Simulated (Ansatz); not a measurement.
Consider the following.

```xyz
6
Lattice="5.8363 0.0000 0.0000 0.0000 6.0706 0.0000 0.0000 0.0000 3.7876" Properties=species:S:1:pos:R:3 pbc="T T T"
Sn     0.0000     0.0000     0.0000
Sn     2.9181     3.0353     1.8938
S      1.4619     2.1833     0.0000
S      4.3800     0.8520     1.8938
S      1.4562     5.2186     1.8938
S      4.3744     3.8873     0.0000
```

No spin polarisation.

Calculations: Kohn–Sham DFT with the PBEsol functional, run in Ansatz (a quantum-chemistry and plane-wave program) with PAW and 420 eV plane waves, scalar-relativistic without spin-orbit coupling. k-mesh 6×6×9 (Γ-centred); smearing 0.05 eV (Fermi–Dirac).

What is the computed space group?

Pnnm (No. 58).

What is the computed valence-band top at Γ (three highest levels, from the VBM)?

0.00, -0.30, -0.91 eV.

Predict the electron mass.

0.15 mₑ along x, 0.17 mₑ along y, 0.60 mₑ along z (at Γ).

Predict the band gap.

0.31 eV.

The cells carry an imposed strain or load. Masses are band curvatures over ±0.01 Å⁻¹ around the edge. No phonon test of stability was made. Under uniaxial strain ε_xx = −3.86 % the cell ends below the base's energy or with stress of the wrong sign: the atoms slid into a distortion or the cell is elastically unstable, so the base is not a stable minimum at this level. The cell was made from SnS2 in the rutile structure (space group P4_2/mnm, No. 136; a hypothetical phase, not in the database extracts checked) by this change: uniaxial strain ε_xx = −3.86 %.
